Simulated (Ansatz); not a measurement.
Results of PBEsol (Ansatz, an electronic-structure program, PAW) for HfNi (Cmcm, No. 63; cell taken from a computed entry).

Run with plane-wave cutoff 520 eV, 18×18×14 k mesh (along the axes of the cell as run), Fermi–Dirac smearing 0.05 eV, no spin polarisation, scalar-relativistic PAW data made under PBE.

Cell (relaxed at this level):

```xyz
4
Lattice="1.6061 -4.8602 0.0000 1.6061 4.8602 0.0000 0.0000 0.0000 4.0273" Properties=species:S:1:pos:R:3 pbc="T T T"
Hf     1.6061    -3.4990     3.0205
Hf     1.6061     3.4990     1.0068
Ni     1.6061    -0.8113     3.0205
Ni     1.6061     0.8113     1.0068
```

**Question.** Predict the bulk modulus.

**Answer.** 
* **bulk modulus**: 164 GPa

The run finds no gap.

Note: the bulk modulus is −V dP/dV from two relaxed cells at ±2 % in volume; the relaxation could not lower the start's symmetry, so the cell can be a saddle point above a distorted one.

Spin–orbit coupling is not included.

Static lattice: no zero-point or thermal effects.

Cost on a shared machine: very roughly 19 core-minutes.
